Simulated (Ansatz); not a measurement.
A constructed model of the (0001) surface of hcp Ru, (√3x√3)R30° layer of Li, one a cell, on the site that continues the host's stacking (bottom of the slab: a bare face, its two planes held)

These are PBE (plane waves to 420 eV, PAW; Ansatz, a first-principles code) values and carry that method's errors.

Model: 19-atom slab, 13.1 Å thick at the start with caps and adatoms (thin: gaps and levels are the slab's own), 9x9x1 mesh, Fermi-Dirac 0.1 eV, dipole correction, 6 atoms held, the rest relaxed; held to the start's symmetry, so lower structures may exist; no spin, no spin-orbit, no U. It is one candidate, not shown to be the stable structure of the face.

| Item | Result |
|---|---|
| work function of the top face | 2.16 eV |
| energy released by relaxation | 0.17 eV |
| cost | roughly 4 core-minutes |
